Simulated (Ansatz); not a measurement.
**SnTe: pressure series**

Start from SnTe in the rock salt structure (space group Fm-3m, No. 225; a = 6.409 Å).

Cell and atoms are relaxed at each pressure.

The values are results of PBE, PAW, 420 eV (Ansatz, an electronic-structure program; spin-orbit coupling left out), not measurements.

| pressure (GPa) | volume per atom (Å³/atom) |
|---|---|
| -2 | 34.807 |
| -1 | 33.793 |
| 0 | 32.911 |
| 0.9 | 32.228 |
| 15 | 26.279 |
| 22.5 | ? |
| 30 | 23.258 |

Q: Fit the third-order Birch–Murnaghan form P(V) = (3B₀/2)[(V₀/V)^(7/3) − (V₀/V)^(5/3)]·[1 + (3/4)(B₀′ − 4)((V₀/V)^(2/3) − 1)] (squares taken in P) to the rows shown and predict the withheld row.

A: Least squares on the printed values gives V₀ = 32.929 Å³/atom, B₀ = 41.1 GPa, B₀′ = 4.2; this predicts 24.562 Å³/atom, and the run gives 24.552 Å³/atom, 0.010 lower.

Measured bulk modulus of SnTe: 37.8 GPa (temperature not stated; as listed in Cormac Toher et al., Physical Review Materials (2017)); the computed value is for a static lattice, so the two differ by thermal effects too.

Load acts through the strain it causes; cell and atoms are relaxed under it. No phonon test of stability was made. No other phases were tried under pressure. All final runs are without spin polarisation.
